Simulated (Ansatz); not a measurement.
## Habitual settings against a tight run: Ba2Cd (I4/mmm, 3 atoms in the cell)

Self-consistent single point.

```
Ba2Cd
1.0
   -2.10464     2.10464     7.58913
    2.10464    -2.10464     7.58913
    2.10464     2.10464    -7.58913
Ba Cd
2 1
Direct
  0.63051   0.63051   0.00000
  0.36949   0.36949   0.00000
  0.00000   0.00000   0.00000
```

Level of theory: PBEsol, default PAW files made with PBE (plane waves; Ansatz, a program for electronic structure).

Base settings: basis.ecutwfc = 420 eV; kpoints.mp_grid.grid = 13 13 13; hamiltonian.xc = pbesol; hamiltonian.pseudopotentials = {kind: paw} (the program's default PAW files); scf.occupations.method = fermi_dirac; scf.occupations.width = 0.136 eV.

Tight run (finer mesh or higher cutoff; not a proven limit): basis.ecutwfc: 420 eV → 590 eV; kpoints.mp_grid.grid: 13 13 13 → 18 18 18; scf.convergence.dr2_threshold: default (1e-07 eV) → 1e-09 eV. It gave Fermi level (on the code's own zero) 7.73 eV; pressure -0.32 GPa; largest force (vector length) 0.013 eV/Å.

Quick runs, as changes from the base:
- A: the base itself
- B: basis.ecutwfc: 420 eV → 210 eV; kpoints.mp_grid.grid: 13 13 13 → 2 2 2; scf.occupations.method: fermi_dirac → cold
- C: basis.ecutwfc: 420 eV → 295 eV; kpoints.mp_grid.grid: 13 13 13 → 8 8 8
- D: kpoints.mp_grid.grid: 13 13 13 → 4 4 4; scf.occupations.method: fermi_dirac → cold; scf.occupations.width: 0.136 eV → 0.2 eV; kpoints.mp_grid.shift: default → 0.5 0.5 0.5
- E: basis.ecutwfc: 420 eV → 250 eV; kpoints.mp_grid.grid: 13 13 13 → 6 6 6; scf.convergence.dr2_threshold: default (1e-07 eV) → 0.0001 eV
- F: basis.ecutwfc: 420 eV → 295 eV; kpoints.mp_grid.grid: 13 13 13 → 4 4 4; hamiltonian.xc: pbesol → lda; scf.occupations.method: fermi_dirac → gaussian; scf.occupations.width: 0.136 eV → 0.2 eV; kpoints.mp_grid.shift: default → 0.5 0.5 0.5; scf.convergence.dr2_threshold: default (1e-07 eV) → 0.0001 eV [LDA (PW92)]

Energies are extrapolated to zero smearing width, which holds to low order in the width alone.

Dashes: energy of F, another energy zero.

† marks runs with another functional, U, potentials or spin treatment: their distance from the tight run is not a convergence error alone.

The count of work is k-points × plane waves × bands × iterations; it is no time. 

Pressures in the table are Ansatz's without its Pulay estimate, at a fixed set of plane waves; the tight run's value above holds the estimate.

The starting cell comes from a database of computed structures (which also holds hypothetical and non-ambient phases and stackings), without a prior relaxation at this level. Its lattice was rescaled by a random factor within 2.5 % of one.

```
run  energy less tight (meV/atom)  pressure less tight (GPa)  largest miss in a force vector (eV/Å)  count of work / tight
---  ----------------------------  -------------------------  -------------------------------------  ---------------------
A                             0.4                      -0.01                                  0.000                   0.18
B                          2852.0                     -61.41                                  0.091                 0.0016
C                            68.5                      -2.53                                  0.005                  0.032
D                            22.6                      -0.17                                  0.019                  0.011
E                           600.5                     -15.72                                  0.005                  0.013
F†                              –                      -3.71                                  0.098                 0.0058
```

Among the runs at the tight run's level, the energy misses run from 0.4 to 2852.0 meV/atom.

Keys are those of Ansatz 0.2.
